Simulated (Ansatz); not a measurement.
## Short convergence ladders for CaGa₂ (P6_3/mmc, 6 atoms in the cell)

```
CaGa2
1.0
    4.46548     0.00000     0.00000
   -2.23274     3.86722     0.00000
    0.00000     0.00000     7.42460
Ca Ga
2 4
Direct
  0.00000   0.00000   0.25000
  0.00000   0.00000   0.75000
  0.33333   0.66667   0.04253
  0.66667   0.33333   0.95747
  0.66667   0.33333   0.54253
  0.33333   0.66667   0.45747
```

Base method: LDA (PW92), default PAW files made with PBE (plane waves; Ansatz, a quantum-chemistry and plane-wave program).

Base settings: basis.ecutwfc = 30.9 Ry; kpoints.mp_grid.grid = 9 9 5; hamiltonian.xc = lda; hamiltonian.pseudopotentials = {kind: paw} (the program's default PAW files); scf.occupations.method = fermi_dirac; scf.occupations.width = 0.0073 Ry.

Core times come from one kind of shared machine, to one figure; runs under 30 s give none.

**Zone-centre phonons against the cutoff**

In this ladder: phonons.method = dfpt.

The mesh stays at the base's, so the ladder's end is converged at best in this setting alone.

Frequencies are those of the unrelaxed cell, without the LO-TO term of polar crystals.

Only quantities that move along the ladder and can be compared are tabulated.

| basis.ecutwfc | highest zone-centre frequency (cm⁻¹) | lowest optical frequency (cm⁻¹) | core time / last (rough) |
|---|---|---|---|
| 15.4 Ry | 232.4 | 89.2 | 0.1 |
| 21.7 Ry | 213.6 | 95.8 | 0.2 |
| 30.9 Ry | 212.7 | 89.5 | 0.4 |
| 37.1 Ry | 212.7 | 89.5 | 1 |

Coarsest basis.ecutwfc that holds the highest zone-centre frequency within 5 cm⁻¹ of the last step, with all finer ones: 21.7 Ry, at about 0.2 of the last step's time; the step before is off by 20 cm⁻¹.

Coarsest basis.ecutwfc that holds the lowest optical frequency within 2 cm⁻¹ of the last step, with all finer ones: 30.9 Ry, at about 0.4 of the last step's time; the step before is off by 6.3 cm⁻¹.

**The force threshold of a relaxation**

On CaGa2 (P3m1, 6 atoms in the cell): one atom moved by 0.15 angstrom.

In this ladder: relax = atoms.

The mesh stays at the base's, so the ladder's end is converged at best in this setting alone.

Only quantities that move along the ladder and can be compared are tabulated.

| relax.f_tol | largest force left (eV/Å) | relaxation steps | core time / last (rough) |
|---|---|---|---|
| 0.2 eV/Å | 0.0137 | 3 | 0.4 |
| 0.05 eV/Å | 0.0142 | 4 | 0.4 |
| 0.02 eV/Å | 0.0141 | 4 | 0.6 |
| 0.005 eV/Å | 0.0028 | 6 | 0.8 |
| 0.001 eV/Å | 0.0001 | 7 | 1 |

Coarsest relax.f_tol that holds the largest force left within 0.01 eV/Å of the last step, with all finer ones: 0.005 eV/Å; the step before is off by 0.014 eV/Å.

On the base run: the starting cell comes from a database of computed structures (which also holds hypothetical and non-ambient phases and stackings), without a prior relaxation at this level. Its lattice was rescaled by up to half a per cent. In the base run, with a pressure of about -4 GPa the cell is away from its equilibrium volume at this level.

Keys are those of Ansatz 0.2.
